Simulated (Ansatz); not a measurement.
Structure of amorphous Si$_{30}$N$_{41}$Li$_{3}$ (periodic cell):

```
CELL_PARAMETERS angstrom
      9.31037     0.00270    -0.28831
      0.00270     9.59677    -0.14051
     -0.28831    -0.14051     9.14552
ATOMIC_POSITIONS crystal
  Si 0.01737 0.53950 0.71878
  Si 0.61936 0.11851 0.08339
  Si 0.20140 0.08268 0.87448
  Si 0.94750 0.86003 0.23643
  Si 0.15157 0.10512 0.22941
  Si 0.28528 0.86550 0.76306
  Si 0.71166 0.04253 0.77045
  Si 0.26004 0.56071 0.22288
  Si 0.56794 0.81016 0.95062
  Si 0.04816 0.37723 0.40574
  Si 0.65045 0.27870 0.55160
  Si 0.97394 0.97903 0.72102
  Si 0.79247 0.54183 0.21623
  Si 0.53995 0.69159 0.28079
  Si 0.40789 0.14015 0.64445
  Si 0.32152 0.22647 0.06333
  Si 0.78359 0.52909 0.48784
  Si 0.40270 0.73927 0.48950
  Si 0.43272 0.16070 0.34369
  Si 0.98988 0.70555 0.03491
  Si 0.63847 0.91567 0.30126
  Si 0.29315 0.61238 0.95039
  Si 0.84760 0.14490 0.30620
  Si 0.36966 0.41964 0.48979
  Si 0.19267 0.97378 0.48688
  Si 0.56218 0.54697 0.71843
  Si 0.53950 0.42522 0.02288
  Si 0.29540 0.38790 0.78691
  Si 0.81288 0.72018 0.75022
  Si 0.94470 0.20980 0.61275
  N  0.34889 0.03817 0.77813
  N  0.50074 0.24770 0.03517
  N  0.43688 0.57849 0.57307
  N  0.78787 0.17549 0.13007
  N  0.46870 0.46053 0.84456
  N  0.71094 0.47152 0.06126
  N  0.88370 0.13915 0.78077
  N  0.21092 0.46273 0.37454
  N  0.82008 0.95770 0.32092
  N  0.81229 0.89488 0.71490
  N  0.12332 0.93925 0.31006
  N  0.63481 0.98646 0.93378
  N  0.59444 0.79210 0.14160
  N  0.02634 0.21035 0.31201
  N  0.89325 0.63650 0.60196
  N  0.29228 0.22842 0.24602
  N  0.16096 0.63919 0.07851
  N  0.66543 0.57735 0.34307
  N  0.35934 0.68752 0.31066
  N  0.93713 0.63271 0.86584
  N  0.32760 0.30596 0.62734
  N  0.02493 0.37257 0.60717
  N  0.59424 0.15081 0.67100
  N  0.54835 0.06120 0.24522
  N  0.19669 0.54023 0.79038
  N  0.22129 0.26893 0.90109
  N  0.05684 0.06233 0.58349
  N  0.22065 0.06424 0.05782
  N  0.69274 0.44241 0.62897
  N  0.38214 0.50484 0.09021
  N  0.63912 0.69735 0.80650
  N  0.55908 0.82186 0.43088
  N  0.26534 0.82320 0.57782
  N  0.11745 0.91665 0.81910
  N  0.90579 0.68151 0.19751
  N  0.79910 0.20449 0.48070
  N  0.89020 0.45392 0.35607
  N  0.35183 0.06640 0.47538
  N  0.37805 0.77065 0.90089
  N  0.50952 0.30989 0.42384
  N  0.98090 0.88263 0.05785
  Li 0.21193 0.86163 0.11205
  Li 0.83594 0.32227 0.99735
  Li 0.88039 0.03996 0.00445
```

Methods: PBE, scalar-relativistic without spin-orbit coupling (Ansatz, a first-principles code); r2SCAN, scalar-relativistic without spin-orbit coupling (Ansatz); HSE06, scalar-relativistic without spin-orbit coupling (Ansatz). Neutral PBE cell, which sets geometry, pressure and energy: sampling: a 2×2×2 Γ-centred mesh; Fermi-Dirac width 0.02 eV; no spin polarisation. Exact exchange is cut at the faces of this 9 Å cell, which leaves hybrid gaps a finite-size error.

The cell was made by melting and quenching with the CHGNet potential and then relaxed with DFT. N atoms were pushed apart under 1.9 Å during the dynamics, to hinder bonds among them. The hot cell started wider than the set density and was brought back towards it in steps. It is the lowest in DFT energy of 2 quenches. It is a model cell: composition and starting density were chosen by hand, and all elements were melted together. No dispersion term was used. Its density started from a set value of 2.92 and ended at 2.93 g/cm³. The simulated quench (nominally 380 K/ps over its main leg) is rapid and tends to freeze in more defects than a deposited or slowly cooled glass has. A cell of this size samples the disorder only roughly. The volume was held where the preparation left it and the shape relaxed.

Question: Give the pressure and the spacing of the highest filled and lowest empty levels.

Answer: 
```yaml
Pressure on a 2×2×2 Γ-centred mesh: 2.58 GPa
Largest force and stress component on that mesh (the relaxation ran on the zone centre alone): 0.09 eV/Å and 2.6 GPa
Level gap on a 2×2×2 Γ-centred mesh (PBE): 2.10 eV
Level gap at the zone centre (PBE): 2.16 eV
Level gap at the zone centre (r2SCAN): 2.57 eV
Level gap at the zone centre (HSE06): 3.47 eV
Distance between the nearest levels spread over more than a fifth of the atoms or a third of the atoms of their main element (six at least) (PBE, zone centre): 2.91 eV
```

Question: At PBE and the zone centre, how localised are the states just below and above the Fermi level (participation number: the atoms over which a state spreads)?

Answer: The highest filled state is spread over 5.0 atoms' worth, largest on N71, with weights by element (charge in smoothed Voronoi cells) N 0.87, Si 0.10, Li 0.03. The lowest empty state is spread over 14.2 atoms' worth, largest on Si3, with weights by element (charge in smoothed Voronoi cells) Si 0.49, N 0.49, Li 0.02.

At PBE the levels at the filled edge of the gap are localised (band-tail or defect states), and the nearest spread-out levels lie 2.9 eV apart at the zone centre.

Neighbours within Si-Si 2.60 Å, Si-N 2.06 Å, Si-Li 2.65 Å, N-N 1.70 Å, N-Li 2.39 Å, Li-Li 2.86 Å count as bonded. Two cations that share two anions don't count as bonded, nor two that share one unless they lie closer than Si-Si 2.38 Å, Si-Li 2.58 Å, Li-Li 2.78 Å.

Added carriers, by PBE, scalar-relativistic without spin-orbit coupling run with Ansatz on the zone centre alone. Charged cells keep the cell fixed and stand in a uniform background, with no image correction, at a width of 0.01 eV; where the count is odd the moment is locked at 1 μB, unless the neutral cell bore moments. Each starts from the undistorted neutral geometry alone. PBE's self-interaction favours spread-out carriers, so it can miss traps that a hybrid finds.

Question: What happens at PBE when the cell takes an extra electron and the atoms relax?

Answer: Relaxation lowers the charged cell by 0.83 eV. The largest moves are Li72 0.64 Å, N64 0.46 Å, Si3 0.31 Å, Si12 0.20 Å. The level that holds the added charge spreads over 8.1 atoms' worth, most on Si3 (weight 0.27): a partly localised carrier. Bonds broken: Si3-N64, N41-Li72. Bonds formed: Si3-Si12, N64-Li72. Made neutral again at that geometry, the cell lies +1.09 eV from the neutral start (a closed shell was imposed there, with levels 0.33 eV apart, so this is an upper bound).

Question: What happens at PBE when the cell takes a hole and the atoms relax?

Answer: Relaxation lowers the charged cell by 0.42 eV. The largest moves are Li72 0.54 Å, N71 0.19 Å, Si20 0.09 Å, N67 0.08 Å. The level that was emptied spreads over 4.1 atoms' worth, most on N71 (weight 0.42): a localised (trapped) carrier, which neighbours of that atom can share. Bonds broken: N71-Li72. Bonds formed: N49-Li72. Made neutral again at that geometry, the cell lies +0.56 eV from the neutral start.
